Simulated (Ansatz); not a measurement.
## diamond: the defect Fe on the C site

Method: PBE, PAW (plane waves to 420 eV; Ansatz, an electronic-structure program). The supercell holds 64 host sites (2×2×2 repeats of a cell of 8 atoms), with a 2×2×2 shifted k-point sampling for the final energies. Site at the start: the C site. Charged cells carry a point-charge image correction with potential alignment at far atoms. Dielectric constants: PBE linear response of the host. Host gap at this level: 4.13 eV. These values are not converged in cell size to better than tenths of an eV. PBE underestimates the host's gap, which shifts levels and can delocalise carriers. Spin–orbit coupling is left out, and no Hubbard U is applied to the open shells. Each state is the lowest found from its start.

Formation energies E_f are given with the Fermi level at the valence-band maximum. Chemical conditions: host crystal and elements as references (Δμ(C) = 0.14 eV, Δμ(Fe) = 0.00 eV; Fe taken from its element, since no compound that bounds it was computed at this level; only phases computed here count, gases as isolated molecules at 0 K). Reference phases: C: graphite, Fe: bcc Fe, ferromagnetic.

Charges with a result: +1, 0, −1, −2. Others weren't obtained, and one of them could lie lower, also by skipping a charge.

```
charge         moment (μB)  point group  largest move off a lattice site (Å)  image correction with alignment (eV)  E_f, host crystal and elements as references (eV)  above the lowest spin state (eV)
------  ------------------  -----------  -----------------------------------  ------------------------------------  -------------------------------------------------  --------------------------------
+1†                    1.0            –                                 0.21                                  0.77                                                  –                              0.00
+1†                    1.0            –                                 0.21                                  0.77                                                  –                              0.00
0                      0.0           Td                                 0.19                                  0.00                                               6.25                              0.00
0       not spin-polarised           Td                                 0.19                                  0.00                                               6.25                              0.00
−1†                    1.0            –                                 0.20                                  0.02                                                  –                              0.00
−1†                    1.0            –                                 0.20                                  0.02                                                  –                              0.00
−2†                    2.0            –                                 0.24                                  0.81                                                  –                              0.00
−2†     not spin-polarised            –                                 0.20                                  0.81                                                  –                              0.04
```

† Not settled in this cell, so no level is given: charge +1: level within 0.1 eV of a band edge or past it; charge −1: a level filled in part; charge −2: a large or scattered potential alignment, level within 0.1 eV of a band edge or past it.

Point groups are those of the whole cell at tolerances of 0.03 and 0.1 Å ("near" where only the looser one holds); none is given for unsettled states.

Starting moments that weren't kept: charge +1 began with 3 μB and ended with 1.0; charge 0 began with 4 μB and ended with 0.0; charge −1 began with 5 μB and ended with 1.0; charge −2 began with 4 μB and ended with 2.0.

All states together cost very roughly 40 core-minutes.
